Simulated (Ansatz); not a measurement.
Reference: CdSe (P6_3mc), PBEsol with spin-orbit coupling, rigid bands (plane waves, PAW; Ansatz, an electronic-structure program); axes and stresses refer to this cell.

```yaml
crystal:
  lattice:
    - [4.30180, 0.00000, 0.00000]
    - [-2.15090, 3.72547, 0.00000]
    - [0.00000, 0.00000, 7.02173]
  atoms:
    - { symbol: Cd, position: [0.66667, 0.33333, 0.50009] }
    - { symbol: Cd, position: [0.33333, 0.66667, 0.00009] }
    - { symbol: Se, position: [0.66667, 0.33333, 0.87577] }
    - { symbol: Se, position: [0.33333, 0.66667, 0.37577] }
```

* **hole mass along x**: 0.87 mₑ
* **hole mass along z**: 1.15 mₑ
* **Seebeck coefficient, p-type 1e19 cm⁻³**: 311 μV/K

Change: functional PBE, cell relaxed with it. What happens to hole mass along x, hole mass along z, Seebeck coefficient, p-type 1e19 cm⁻³?

hole mass along x rises to 0.98 mₑ; hole mass along z rises to 1.21 mₑ; Seebeck coefficient, p-type 1e19 cm⁻³ rises to 323 μV/K.

Change: hydrostatic pressure -2 GPa. What happens to hole mass along x, hole mass along z, Seebeck coefficient, p-type 1e19 cm⁻³?

hole mass along x rises to 0.96 mₑ; hole mass along z moves little, to 1.18 mₑ; Seebeck coefficient, p-type 1e19 cm⁻³ moves little, to 319 μV/K.

Masses are for dilute carriers at 300 K, harmonic means over directions unless an axis is named. Seebeck coefficients are for the stated density at 300 K, with one relaxation time for all states and whether or not that doping can be reached. Stresses and pressures are the targets of the relaxation.  The structure type is held under load, also where the real crystal would transform.
